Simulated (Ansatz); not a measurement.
BAs under load (space group F-43m), PBE with spin-orbit coupling, rigid bands (Ansatz, an electronic-structure program). Condition of this run: hydrostatic pressure of -6.4 GPa (compression positive) (the target of the relaxation). Band gap 1.16 eV, N_c = 3.67e19 cm⁻³ and N_v = 1.15e19 cm⁻³ at 300 K, conductivity masses of 0.312 mₑ (electrons) and 0.349 mₑ (holes). Take k_BT = 0.02585 eV.

### Question
A film of it is 5 nm thick. Estimate the confinement energies in an infinite well.

### Answer
ħ²π²/(2m t²) = 0.376 eV·nm²/(m/mₑ × t²) gives 48.2 meV for electrons and 43.1 meV for holes, so the gap would widen to about 1.25 eV. Finite barriers and nonparabolic bands lower this, and with several valleys or bands the heaviest mass along the normal sets the lowest level, not this average.

### Question
Find the intrinsic carrier density and the intrinsic Fermi level.

### Answer
n_i = √(N_c N_v) exp(−E_g/2k_BT) = 2.05e19 × exp(−22.44) = 3.7e9 cm⁻³. The level lies (k_BT/2) ln(N_v/N_c) = -15 meV from mid-gap (positive towards the conduction band). Each 0.1 eV added to the gap lowers n_i by a factor of 6.9.

### Question
What built-in voltage has an abrupt junction with N_A = 1e16 and N_D = 1e17 cm⁻³, all dopants ionised?

### Answer
V_bi = E_g/e − (k_BT/e) ln(N_c N_v/(N_A N_D)) = 1.16 − 0.02585 × 12.95 = 0.83 V, for the computed gap.

Rigid bands with the computed gap; masses take one relaxation time for all states. Geometry: cell and atoms relaxed with PBEsol.
